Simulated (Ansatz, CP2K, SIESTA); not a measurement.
# Code comparison for HfO₂ (P4_2/nmc, 6 atoms in the cell)

Band-structure calculation.

```yaml
crystal:
  lattice:
    - [3.52493, 0.00000, 0.00000]
    - [0.00000, 3.52493, 0.00000]
    - [0.00000, 0.00000, 5.12376]
  atoms:
    - { symbol: Hf, position: [0.50000, 0.50000, 0.50000] }
    - { symbol: Hf, position: [0.00000, 0.00000, 0.00000] }
    - { symbol: O, position: [0.00000, 0.50000, 0.69721] }
    - { symbol: O, position: [0.00000, 0.50000, 0.19721] }
    - { symbol: O, position: [0.50000, 0.00000, 0.80279] }
    - { symbol: O, position: [0.50000, 0.00000, 0.30279] }
```

Shared settings, as Ansatz (a first-principles code) writes them: kpoints.mp_grid.grid = 8 8 5; scf.occupations.method = fermi_dirac; scf.occupations.width = 0.01 eV. Potentials and cutoffs stand in the table.

| code | model | gap along the path (eV) | smallest direct gap (eV) | cutoff |
|---|---|---|---|---|
| SIESTA | GGA PBE, numerical atomic orbitals DZP, PseudoDojo PBE standard norm-conserving potentials (rewritten from UPF to PSML) | 4.64 | 4.72 | grid 400 Ry |
| Ansatz | PBE, default PAW files | 4.88 | 4.95 | default |
| CP2K | PBE, GPW, DZVP-MOLOPT-SR-GTH basis, GTH-PBE potentials (GTH_POTENTIALS) | 4.88 | 4.96 | grid 500 Ry |

On Ansatz's run: spin-orbit coupling is off.

The spread over the programs that give each value: gap along the path within 0.24 eV; smallest direct gap within 0.24 eV.

SIESTA and CP2K use small atom-centred bases, whose incompleteness enters pressures, forces and empty levels differently from a plane-wave cutoff.

The starting cell comes from a database of computed structures (which also holds hypothetical and non-ambient phases and stackings), without a prior relaxation at this level. Its lattice was rescaled by a random factor within 2.5 % of one.

Left out of this page: Quantum ESPRESSO (not drawn, or without a comparable value).

Keys are those of Ansatz 0.2.
